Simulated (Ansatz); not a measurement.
System: LaZrNO2 (model structure, started from the LaTiNO2 type, I2₁2₁2₁, No. 24, 10 atoms in the cell). Method: r²SCAN+SOC in Ansatz (PAW).

Input file:

Ansatz 0.2 input:
```yaml
crystal:
  lattice:
    - [-2.9241481626, 2.9262417165, 4.0576438624]
    - [2.9241481626, -2.9262417165, 4.0576438624]
    - [2.9241481626, 2.9262417165, -4.0576438624]
  atoms:
    - { symbol: La, position: [0.977828852, 0.75, 0.727828852] }
    - { symbol: La, position: [0.522171148, 0.25, 0.772171148] }
    - { symbol: Zr, position: [0.25, 0.515006979, 0.265006979] }
    - { symbol: Zr, position: [0.75, 0.984993021, 0.234993021] }
    - { symbol: N, position: [0.9345751491, 0.6845751491, 0.25] }
    - { symbol: N, position: [0.5654248509, 0.8154248509, 0.75] }
    - { symbol: O, position: [0.3890492898, 0.75, 0.1390492898] }
    - { symbol: O, position: [0.1109507102, 0.25, 0.3609507102] }
    - { symbol: O, position: [0.9387640437, 0.1887640437, 0.75] }
    - { symbol: O, position: [0.5612359563, 0.3112359563, 0.25] }
basis:
  ecutwfc: 560
  ecutrho_ratio: 4
  xc_grid: 3
kpoints:
  mp_grid: { grid: [8, 8, 8] }
hamiltonian:
  xc: r2scan
  dispersion: none
  pseudopotentials: { kind: paw }
scf:
  occupations: { method: fermi_dirac, width: 0.01 }
  convergence: { dr2_threshold: 0.000000001 }
output:
  forces: true
  stress: true
  eigenvalues: true
magnetization:
  noncollinear: true
  spin_orbit: true
```

Excerpt of the program's output:

```
Crystal: 10 atoms, lattice volume = 138.881 Å³
Basis set: ecut = 560 eV, 4199 PW (Γ), exchange–correlation on 135×135×135 points (27 copies of the dense FFT grid, shifted against one another)
Bands: 100, of which v1, the nominal top of the filled ones, is band 80 counted from 1 (79 counted from 0)
Symmetry: 4 space group operations + 4 with time reversal
k-points: 95 of 512 (time reversal used)
Initial density: superposition of atomic densities (chi_scale 0.1, normalization cell, long waves kept (reshape's long-wave potential 0.01 eV rms))
Functional: x = r2scan, c = r2scan; τ floored in thin density (d = 2e-4 eV/Å³)
spin=Noncollinear: Resta preconditioning applied to the charge; magnetization (m_x, m_y, m_z) channels mix plain (no charge-response kernel on spin).
SCF 1 converged in 12 iterations: F = -23945.261542 eV  dr2 = 6.03e-11
SCF converged after 12 iterations
Free energy (F): -23945.261542 eV
Internal energy: -23945.261542 eV  (E = F + TS)
E sigma→0 (E₀):  -23945.261542 eV
Fermi energy:    13.155039 eV
--- Forces (eV/Å), atoms counted from 1 ---
  atom   1  La     0.00000000     0.11122153    -0.00000000
  atom   2  La    -0.00000000    -0.11122153     0.00000000
  atom   3  Zr     0.03937699     0.00000000     0.00000000
  atom   4  Zr    -0.03937699    -0.00000000    -0.00000000
  atom   5  N      0.00000000    -0.00000000     0.10541970
  atom   6  N      0.00000000    -0.00000000    -0.10541970
  atom   7  O      0.00000000     0.05993664     0.00000000
  atom   8  O      0.00000000    -0.05993664     0.00000000
  atom   9  O      0.00000000     0.00000000     0.12996670
  atom  10  O      0.00000000     0.00000000    -0.12996670
--- Stress (GPa, compression-positive) ---
        3.644331       0.000000       0.000000
        0.000000       3.897880       0.000000
        0.000000       0.000000       3.929122
  P = ⅓ Tr σ = 3.8238 GPa (38.238 kbar)
```

The PAW data were made under PBE.

Note: the relaxation could raise the start's symmetry but not lower it, so the cell can be a saddle point. Note: cell and atoms aren't relaxed at this level (largest force component 0.13 eV/Å, pressure 3.8 GPa).

The result took very roughly 22 core-minutes.

A model structure was made by putting elements into a prototype or built by hand; it is no filed structure, need not be a known phase, and can be a saddle point held by its symmetry.

Ansatz is an electronic-structure program.
